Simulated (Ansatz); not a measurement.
The reference is CdO in the rock salt structure (space group Fm-3m, No. 225; a = 4.690 Å). Axes: x, y, z lie along the cube axes.

Level of theory: PBEsol, PAW, 420 eV (Ansatz, a quantum-chemistry and plane-wave program; without spin-orbit coupling).

Before the change:

| Property | Result |
|---|---|
| Pressure | 0.0 GPa |
| Shortest interatomic distance | 2.345 Å |

It is then changed as follows: the cell is stretched by 3.00 % along y with no lateral relaxation, atoms relaxed at fixed cell.

Problem. What does the calculation give for the pressure, shortest interatomic distance and energy relative to the base after the change?

Solution. The pressure (mean of the normal stresses, compression positive) goes from zero to -3.8 GPa; the shortest interatomic distance remains 2.345 Å; the energy goes up by 6.8 meV/atom.

The mesh was chosen for an insulator and is coarse for the gapless case. Without a gap, meshes like the base's 12×12×12 leave anisotropic stresses uncertain by several tenths of a GPa, and small strain energies with them. The cells carry an imposed strain or load. Whether these cells are dynamically stable was not tested. All final runs are without spin polarisation.
